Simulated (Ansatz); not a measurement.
# WSe$_{2}$ (space group Fm-3m, No. 225; ferromagnetic; a hypothetical phase, not in the database extracts checked)

```cif
data_Se8W4
_chemical_formula_sum 'W4 Se8'
_space_group_name_H-M_alt 'Fm-3m'
_space_group_IT_number 225
_space_group_name_Hall '-F 4 2 3'
_cell_length_a 6.26137
_cell_length_b 6.26137
_cell_length_c 6.26137
_cell_angle_alpha 90.000
_cell_angle_beta 90.000
_cell_angle_gamma 90.000
loop_
_atom_site_label
_atom_site_type_symbol
_atom_site_symmetry_multiplicity
_atom_site_Wyckoff_symbol
_atom_site_fract_x
_atom_site_fract_y
_atom_site_fract_z
_atom_site_occupancy
W1 W 4 a 0.00000 0.00000 0.00000 1
Se1 Se 8 c 0.25000 0.25000 0.25000 1
```
(The calculation used a cell of 3 atoms; values per cell refer to that cell.)

The values are results of r2SCAN (Ansatz, an electronic-structure program, PAW, no spin-orbit coupling), earlier PAW set, not measurements. Settings: 13×13×13 k-points, 0.05 eV Fermi–Dirac smearing.

The volume per atom comes out as 20.46 Å³, the density comes out as 9.25 g/cm³ and the band gap is zero. The magnetic state is ferromagnetic and the total energy comes out as -7118.076 eV/atom (σ→0; compares only within this code and set-up).

Other magnetic orders, which the real material may have, were not ruled out. No phonon test of stability was made.
